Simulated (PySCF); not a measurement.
PySCF 2.14.0, PBE0/def2-svp, df: V(NH)(OH)3 ([NH]=[V]([OH])([OH])[OH]), 9 atoms. The geometry is a generated start, not checked to be a minimum at this level.

| Property | Value |
|---|---|
| task | energy |
| method | pbe0 |
| basis | def2-svp |
| two-electron scheme | density fitting |
| mol.max_memory | 3000 MB |
| mf.max_cycle | 100 |
| mf.conv_tol | 1e-09 (default) |
| mf.grids.level | 3 (default) |
| basis functions | 107 |
| grid points | 116288 |

```xyz
9

V     -0.0194     0.0207     0.0956
N      0.0346    -0.7152    -1.3170
H      0.0284    -1.2432    -2.1842
O      1.5214     0.2748     0.6251
H      2.4637     0.2176     0.4585
O     -0.8482     1.4406    -0.0859
H     -1.3146     2.0539    -0.6550
O     -0.8516    -1.0530     1.0583
H     -1.0142    -0.9962     2.0046
```

Charge 0 and multiplicity 1 are set for this test and not shown to be the ground state.

With the defaults (mf.DIIS = CDIIS, mf.diis = true, mf.init_guess = minao, mf.diis_space = 8, mf.diis_damp = 0, mf.level_shift = 0) it converges in 14 Fock builds. One run each on 2 threads, 1 BLAS thread, with these changes:
- mf.init_guess = mod_huckel
- mf.level_shift = 0.1 Hartree
- mf.DIIS = ADIIS
- mf.diis = false
- mf.init_guess = 1e
- mf.diis_damp = 0.3
- mf.diis_space = 20
- mf.diis_space = 3
- mf.DIIS = EDIIS

Task: Which runs fail or end elsewhere than the default run?

Result: No convergence: mf.DIIS = EDIIS; mf.diis = false (the run ends without SCF convergence in 100 cycles). The rest reach the solution of the defaults.

| setting | Fock builds | end |
|---|---|---|
| mf.diis_damp = 0.3 | 13 | same solution |
| the defaults | 14 | same solution |
| mf.diis_space = 20 | 14 | same solution |
| mf.level_shift = 0.1 Hartree | 14 | same solution |
| mf.init_guess = mod_huckel | 18 | same solution |
| mf.init_guess = 1e | 19 | same solution |
| mf.diis_space = 3 | 27 | same solution |
| mf.DIIS = ADIIS | 29 | same solution |
| mf.DIIS = EDIIS | 101 | no convergence |
| mf.diis = false | 101 | no convergence |
